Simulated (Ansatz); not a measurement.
Consider TlBr in the CsCl type structure (space group Pm-3m, No. 221).

```
TlBr
1.0
    3.91453     0.00000     0.00000
    0.00000     3.91453     0.00000
    0.00000     0.00000     3.91453
Tl Br
1 1
Direct
  0.00000   0.00000   0.00000
  0.50000   0.50000   0.50000
```

Cartesian axes are those of the cell as printed.

Calculations: PBEsol (Ansatz, an electronic-structure program), scalar-relativistic without spin-orbit coupling.

One thing is altered: tensile biaxial strain of 2.50 % in the plane normal to [001], as in epitaxy on a mismatched substrate; the out-of-plane cell vector and the atoms relax.

Q: How does this affect the in-plane stress and energy relative to the base?

A: The mean in-plane stress (compression positive) amounts to -1.1 GPa; the energy rises by 5.3 meV/atom.

Stability against distortions was not tested.
